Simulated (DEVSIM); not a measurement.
Structure: W/Al2O3/p-Si capacitor, at 400 K.

Layer 1 from the left is Al2O3, thickness (nm) 3.20. Layer 2 from the left is Si, thickness (nm) 2300, Na (cm⁻³) 6.3e16.

Metal gate on the left, work function 4.6 eV. Fixed charge at the semiconductor interface 0 cm⁻² (in units of +e); no interface traps.

Constants are typed, rounded textbook-type inputs, not results; the design itself was drawn at random and stands for no fabricated device. Values at 300 K; Nc and Nv go as T^1.5, mobilities as T to minus their exponent, the gap by Varshni's rule with the affinity fixed.

Al2O3: gap (eV) 6.8, affinity (eV) 1.35, permittivity 9. Si: gap (eV) 1.124, affinity (eV) 4.05, permittivity 11.7, Nc (cm⁻³) 2.86e19, Nv (cm⁻³) 3.1e19, Varshni α (eV/K) 0.000473, Varshni β (K) 636.

Task: Estimate by hand the flat-band voltage, the threshold voltage, and compare with a numerical solution.

Result: 
- Flat-band voltage: C = 2.49 μF/cm², work-function difference -0.318 V; VFB = φms − qNf/C = -0.32 V; numerical -0.32 V.
- Threshold voltage: φF = 0.321 V, depletion charge √(4εqNφF) = 1.16e-7 C/cm²; VT = VFB + 2φF + Qd/C = 0.37 V; numerical 0.37 V.

Model (solved in DEVSIM): 1D Poisson equation in equilibrium, Boltzmann statistics, complete ionisation; no quantum confinement or tunnelling. Metal contacts follow the ideal Schottky-Mott rule: no Fermi-level pinning, no interface dipoles.
